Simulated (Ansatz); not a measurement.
The parent structure is Ir in the fcc (Cu type) structure (space group Fm-3m, No. 225).

```
CELL_PARAMETERS angstrom
      0.00000     1.92221     1.92221
      1.92221     0.00000     1.92221
      1.92221     1.92221     0.00000
ATOMIC_POSITIONS crystal
  Ir 0.00000 0.00000 0.00000
```

Cartesian axes are those of the cell as printed.

All numbers come from r2SCAN in Ansatz (plane waves to 500 eV, PAW, without spin-orbit coupling).

Base values:

Shortest interatomic distance: 2.718 Å

Perturbation: a free-standing slab of 5 layers (5 atoms, 1 a layer) is cut normal to [111], with 15 Å of vacuum and the in-plane cell held at bulk.

**Question.** How does this affect the excess energy per area of both faces?

**Answer.** The excess energy per area of both faces (slab less bulk energy over the cell's area: twice a surface energy) comes out as 5.1 J/m² (uncertain by up to 0.1 J/m²).

**Question.** What does the calculation give for the shortest interatomic distance after the change?

**Answer.** The shortest interatomic distance shrinks by 0.038 Å (2.718 Å → 2.680 Å).

**Question.** What does the calculation give for the change of the spacing d12 from its bulk value of 2.220 Å after the change?

**Answer.** The change of the spacing d12 from its bulk value of 2.220 Å is -2.1 %.

Slab and bulk use different k-meshes, which limits the precision of the excess energy. Whether these cells are dynamically stable was not tested. The final runs are not spin-polarised.

Ansatz is a quantum-chemistry and plane-wave program.
